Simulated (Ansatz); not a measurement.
V_Si in 6H silicon carbide: one set of geometries, relaxed with PBE, evaluated in Ansatz (PAW, plane waves to 420 eV, 500 eV under r2SCAN) with PBE, r2SCAN.

Cell and caveats: 144-site cell; 2×2×1 shifted k-points; start: the Si(h) site; charged states image-corrected; not converged in cell size; flagged in the runs: a host whose relaxation on this sampling wasn't shown to rest.

```json
[
 {"quantity": "host gap (eV)", "PBE": "2.01", "r2SCAN": "(withheld)"},
 {"quantity": "ε(0/−1) above the VBM (eV)", "PBE": "0.70", "r2SCAN": "(withheld)"},
 {"quantity": "ε(−1/−2) above the VBM (eV)", "PBE": "1.71", "r2SCAN": "(withheld)"},
 {"quantity": "neutral formation energy against silicon (eV)", "PBE": "7.58", "r2SCAN": "(withheld)"},
 {"quantity": "largest moment on one atom at charge 0 (μB)", "PBE": "0.35", "r2SCAN": "(withheld)"},
 {"quantity": "largest moment on one atom at charge −1 (μB)", "PBE": "0.32", "r2SCAN": "(withheld)"},
 {"quantity": "largest moment on one atom at charge −2 (μB)", "PBE": "0.27", "r2SCAN": "(withheld)"}
]
```

Problem. Given the lower rungs, what does r2SCAN give?

Solution. 
- host gap (eV), r2SCAN: 2.37
- ε(0/−1) above the VBM (eV), r2SCAN: 0.90
- ε(−1/−2) above the VBM (eV), r2SCAN: 2.09
- neutral formation energy against silicon (eV), r2SCAN: 7.54
- largest moment on one atom at charge 0 (μB), r2SCAN: 0.41
- largest moment on one atom at charge −1 (μB), r2SCAN: 0.36
- largest moment on one atom at charge −2 (μB), r2SCAN: 0.34

Ansatz is a quantum-chemistry and plane-wave program.
